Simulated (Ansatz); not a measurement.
BeS (zinc blende start, 32-atom cell) (held in this type by symmetry, stable or not), space group F-43m.

```yaml
crystal:
  lattice:
    - [-4.87379, 4.87379, 4.87379]
    - [4.87379, -4.87379, 4.87379]
    - [4.87379, 4.87379, -4.87379]
  atoms:
    - { symbol: Be, position: [0.00000, 0.25000, 0.75000] }
    - { symbol: Be, position: [0.00000, 0.50000, 0.50000] }
    - { symbol: Be, position: [0.00000, 0.75000, 0.25000] }
    - { symbol: Be, position: [0.25000, 0.00000, 0.75000] }
    - { symbol: Be, position: [0.00000, 0.00000, 0.00000] }
    - { symbol: Be, position: [0.25000, 0.25000, 0.50000] }
    - { symbol: Be, position: [0.25000, 0.50000, 0.25000] }
    - { symbol: Be, position: [0.50000, 0.75000, 0.75000] }
    - { symbol: Be, position: [0.25000, 0.75000, 0.00000] }
    - { symbol: Be, position: [0.50000, 0.00000, 0.50000] }
    - { symbol: Be, position: [0.50000, 0.25000, 0.25000] }
    - { symbol: Be, position: [0.75000, 0.50000, 0.75000] }
    - { symbol: Be, position: [0.50000, 0.50000, 0.00000] }
    - { symbol: Be, position: [0.75000, 0.75000, 0.50000] }
    - { symbol: Be, position: [0.75000, 0.00000, 0.25000] }
    - { symbol: Be, position: [0.75000, 0.25000, 0.00000] }
    - { symbol: S, position: [0.25000, 0.50000, 0.00000] }
    - { symbol: S, position: [0.25000, 0.75000, 0.75000] }
    - { symbol: S, position: [0.25000, 0.00000, 0.50000] }
    - { symbol: S, position: [0.50000, 0.25000, 0.00000] }
    - { symbol: S, position: [0.25000, 0.25000, 0.25000] }
    - { symbol: S, position: [0.50000, 0.50000, 0.75000] }
    - { symbol: S, position: [0.50000, 0.75000, 0.50000] }
    - { symbol: S, position: [0.75000, 0.00000, 0.00000] }
    - { symbol: S, position: [0.50000, 0.00000, 0.25000] }
    - { symbol: S, position: [0.75000, 0.25000, 0.75000] }
    - { symbol: S, position: [0.75000, 0.50000, 0.50000] }
    - { symbol: S, position: [0.00000, 0.75000, 0.00000] }
    - { symbol: S, position: [0.75000, 0.75000, 0.25000] }
    - { symbol: S, position: [0.00000, 0.00000, 0.75000] }
    - { symbol: S, position: [0.00000, 0.25000, 0.50000] }
    - { symbol: S, position: [0.00000, 0.50000, 0.25000] }
```

All values below come from PBE (plane waves to 420 eV, PAW; Ansatz, a program for electronic structure). Scalar-relativistic, without spin–orbit coupling; PBE gaps are too small against experiment. Its k-point mesh 3×3×3, Fermi–Dirac width 0.01 eV.

Problem. List the levels next to the gap at Γ of this cell's own (folded) zone, from the top of the valence band (the table ends after a fixed count of bands, which can cut a degenerate set).

Solution. 
| band | E − E_v (eV) |
|---|---|
| v4 | -1.093 |
| v3 | 0.000 |
| v2 | 0.000 |
| v1 | 0.000 |
| c1 | 3.142 |
| c2 | 3.142 |
| c3 | 3.142 |
| c4 | 4.913 |
